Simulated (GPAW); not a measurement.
GPAW run on KCaCl3 (Cm, 5 atoms in the cell): self-consistent single point.

Method of the run: PBEsol, GPAW PAW datasets PBEsol (made by gpaw-setup) (plane waves; GPAW).

The change in words: lattice scaled by 0.98. Reference geometry:
```xyz
5
Lattice="3.8229 -3.8243 0.0000 3.8229 3.8243 0.0000 -0.0005 0.0000 5.4065" Properties=species:S:1:pos:R:3 pbc="T T T"
K      7.6303     0.0000     5.4064
Ca     3.8065     0.0000     2.6233
Cl     5.7147     1.9271     2.6102
Cl     5.7147    -1.9271     2.6102
Cl     3.8781     0.0000     5.3262
```

Reference input (self-consistent single point, DFT PBEsol, plane waves, GPAW PAW datasets PBEsol (made by gpaw-setup)): mode = pw; ecut = 600 eV; xc = PBEsol; kpts = 3 3 3; mesh shift (steps) = 0 0 0; occupations.name = fermi-dirac; occupations.width = 0 eV; nbands = -4; convergence.forces = 0.001 eV/Å; convergence.bands = -2; symmetry.symmorphic = false; symmetry.tolerance = 0.0005. This run's input differs from it in these lines:

```diff
@@ -5,5 +5,5 @@
 atoms = Atoms(['K', 'Ca', 'Cl', 'Cl', 'Cl'],
-              cell=[[3.822865, -3.824315, 0.000000],
-                    [3.822865, 3.824315, 0.000000],
-                    [-0.000528, 0.000000, 5.406520]],
+              cell=[[3.746408, -3.747829, 0.000000],
+                    [3.746408, 3.747829, 0.000000],
+                    [-0.000517, 0.000000, 5.298390]],
               scaled_positions=[[0.998050, 0.998050, 0.999980],
```

The program printed (abridged):

```
     iter     time        total  log10-change:
                         energy   eigst   dens  force
iter:   1 --:--:--   -20.633132   +0.36
iter:   2 --:--:--   -20.690752   -0.35  -1.29
iter:   3 --:--:--   -20.540384   -0.74  -1.35
iter:   4 --:--:--   -20.456059   -0.53  -1.47
iter:   5 --:--:--   -20.437776   -0.84  -1.73
iter:   6 --:--:--   -20.439879c  -1.25  -2.31
iter:   7 --:--:--   -20.440686c  -1.37  -2.42
iter:   8 --:--:--   -20.435239c  -1.64  -2.35
iter:   9 --:--:--   -20.435428c  -1.74  -3.24
iter:  10 --:--:--   -20.435277c  -1.72  -2.99
   [... 4 lines left out ...]
iter:  15 --:--:--   -20.435222c  -1.84  -3.91
   [... lines left out ...]
iter:  18 --:--:--   -20.435225c  -2.03  -3.97
iter:  19 --:--:--   -20.435225c  -2.26  -4.06c
iter:  20 --:--:--   -20.435225c  -2.69  -4.10c
iter:  21 --:--:--   -20.435225c  -2.88  -4.27c
iter:  22 --:--:--   -20.435225c  -2.73  -4.30c
iter:  23 --:--:--   -20.435225c  -2.08  -4.39c
   [... 51 lines left out ...]
iter:  75 --:--:--   -20.435225c  -6.67  -10.29c
iter:  76 --:--:--   -20.435225c  -6.91  -10.53c
iter:  77 --:--:--   -20.435225c  -7.03  -10.60c
iter:  78 --:--:--   -20.435225c  -7.24  -10.75c
iter:  79 --:--:--   -20.435225c  -7.40c -10.86c
iter:  80 --:--:--   -20.435225c  -7.45c -10.87c -9.26c
Converged after 80 iterations.

Dipole moment: (0.770416, 0.000000, 4.585629) |e|*Ang

Energy contributions relative to reference atoms: (reference = -72456.290706)

Kinetic:        +17.217301
Potential:      -15.428483
External:        +0.000000
XC:             -21.022734
Entropy (-ST):   +0.000000
Local:           -1.201309
SIC:             +0.000000
--------------------------
Free energy:    -20.435225
Extrapolated:   -20.435225

Showing only first 2 kpts
 Kpt  Band  Eigenvalues  Occupancy
  0    18     -0.02863    2.00000
  0    19     -0.02761    2.00000
  0    20      5.01634    0.00000
  0    21      5.80790    0.00000

  1    18     -0.12300    2.00000
  1    19     -0.12255    2.00000
  1    20      5.93363    0.00000
  1    21      6.07037    0.00000

Fermi level: 2.56210

Gap: 4.908 eV
Transition (v -> c):
   [... lines left out ...]
Direct gap: 5.044 eV
   [... lines left out ...]
Energy (eV): -20.435225

Forces in eV/Ang:
  0 K    -0.01151    0.00000    0.01746
  1 Ca    0.05892    0.00000    0.01588
  2 Cl   -0.01979   -0.02070   -0.01455
  3 Cl   -0.01979    0.02070   -0.01455
  4 Cl   -0.00781    0.00000   -0.00419

Stress tensor:
    -0.001044     0.000000     0.000006
     0.000000    -0.001082     0.000000
     0.000006     0.000000    -0.001022
Stress (GPa, Voigt): [-0.1673 -0.1734 -0.1638  0.      0.001   0.    ]
```

The run converged in 80 iterations. GPAW prints stress with tension positive. Against the reference run the free energy falls by 6.1 meV/atom, the pressure goes from -1.29 to 0.17 GPa, the largest force goes from 0.051 to 0.061 eV/Å and the gap on the mesh goes from 4.770 to 4.908 eV.

The starting cell comes from a database of computed structures (which also holds hypothetical and non-ambient phases and stackings), without a prior relaxation at this level. For this run, on top of that: lattice scaled by 0.98.

Cost on one core of a shared machine: roughly 60 s.
